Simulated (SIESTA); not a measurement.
# Several settings converged on TaSb₂ (Cm, 6 atoms in the cell)

```yaml
crystal:
  lattice:
    - [5.15308, -1.85443, 0.00000]
    - [5.15308, 1.85443, 0.00000]
    - [-4.25842, 0.00000, 7.22092]
  atoms:
    - { symbol: Ta, position: [0.85172, 0.85172, 0.81793] }
    - { symbol: Ta, position: [0.15114, 0.15114, 0.18899] }
    - { symbol: Sb, position: [0.14828, 0.14828, 0.53530] }
    - { symbol: Sb, position: [0.85172, 0.85172, 0.46470] }
    - { symbol: Sb, position: [0.40462, 0.40462, 0.11031] }
    - { symbol: Sb, position: [0.59538, 0.59538, 0.88969] }
```

Base method: GGA PBEsol, numerical atomic orbitals TZP, PseudoDojo PBEsol standard norm-conserving potentials (rewritten from UPF to PSML) (SIESTA).

Base settings: XC.functional = GGA; XC.authors = PBEsol; potentials = PseudoDojo PBEsol standard; PAO.BasisSize = TZP; PAO.EnergyShift = 0.005 Ry; MeshCutoff = 300 Ry; kgrid.MonkhorstPack = 4 4 2; OccupationFunction = MP; OccupationMPOrder = 0; ElectronicTemperature = 100 meV.

Core times come from one kind of shared machine, to one figure; runs under 30 s give none.

**The cutoff of the real-space grid**

The second cell is the first with its lattice scaled by 0.98.

The mesh stays at the base's, so the ladder's end is converged at best in this setting alone.

Only quantities that move along the ladder and can be compared are tabulated.

| MeshCutoff | free energy less the last step's (meV/atom) | energy of the compressed cell less the first (meV/atom) | pressure (GPa) | largest difference of a force vector from the last step's (eV/Å) | core time / last (rough) |
|---|---|---|---|---|---|
| 105 Ry (126 Ry used) | -103.43 | 14.11 | -1.92 | 0.012 | 0.2 |
| 135 Ry (144 Ry used) | -62.49 | 7.65 | -2.39 | 0.008 | 0.2 |
| 165 Ry (182 Ry used) | -32.65 | 7.28 | -2.75 | 0.005 | 0.3 |
| 210 Ry (224 Ry used) | -16.86 | 5.72 | -2.94 | 0.003 | 0.4 |
| 270 Ry (323 Ry used) | -5.98 | 4.64 | -3.07 | 0.001 | 0.3 |
| 300 Ry (323 Ry used) | -5.67 | 4.60 | -3.07 | 0.001 | 0.4 |
| 525 Ry (575 Ry used) | 0.00 | 3.48 | -3.14 | 0.000 | 1 |

Coarsest MeshCutoff that holds the free energy within 5 meV/atom: not settled: the last two steps still differ by 5.7 meV/atom, over half the tolerance, so the ladder does not show it.

Coarsest MeshCutoff that holds the energy of the compressed cell less the first within 2 meV/atom: not settled: the last two steps still differ by 1.1 meV/atom, over half the tolerance, so the ladder does not show it.

Two neighbours can agree and both be off: 135 Ry and 165 Ry differ by 0.37 meV/atom in the energy of the compressed cell less the first, yet lie about 3.8 meV/atom from the last step.

**The setting basis size**

Level: DFT, GGA PBEsol, numerical atomic orbitals TZDP, PseudoDojo PBEsol standard norm-conserving potentials (rewritten from UPF to PSML).

Moved along: PAO.BasisSize.

The second cell is the first with its lattice scaled by 0.98.

The mesh stays at the base's, so the ladder's end is converged at best in this setting alone.

The sets are ordered by size and need not be nested.

Only quantities that move along the ladder and can be compared are tabulated.

```csv
basis (functions),energy of the compressed cell less the first (meV/atom),pressure (GPa),largest difference of a force vector from the last step's (eV/Å),core time / last (rough)
SZ (56),32.03,-0.45,0.544,–
SZP (82),20.44,-1.53,0.307,0.2
DZ (84),4.42,-3.49,0.570,–
DZP (110),14.60,-2.09,0.173,0.4
TZP (138),4.60,-3.07,0.104,0.7
TZDP (164),2.52,-3.23,0.000,1
```

Coarsest basis (functions) that holds the pressure within 0.5 GPa of the last step, with all finer ones: TZP (138); the step before is off by 1.1 GPa.

Coarsest basis (functions) that holds the forces within 0.02 eV/Å: not settled: the last two steps still differ by 0.10 eV/Å, over half the tolerance, so the ladder does not show it.

Coarsest basis (functions) that holds the energy of the compressed cell less the first within 1 meV/atom: not settled: the last two steps still differ by 2.1 meV/atom, over half the tolerance, so the ladder does not show it.

On the base run: the starting cell comes from a database of computed structures (which also holds hypothetical and non-ambient phases and stackings), without a prior relaxation at this level. Its lattice was rescaled by up to half a per cent. One atom was moved a little off its site on purpose. Spin polarisation is off. Values carry the incompleteness of an atom-centred basis. In the base run, with a pressure of about -3 GPa the cell is away from its equilibrium volume at this level. Without a gap this mesh is coarse (it stands for a supercell whose shortest vector is 15 Å).
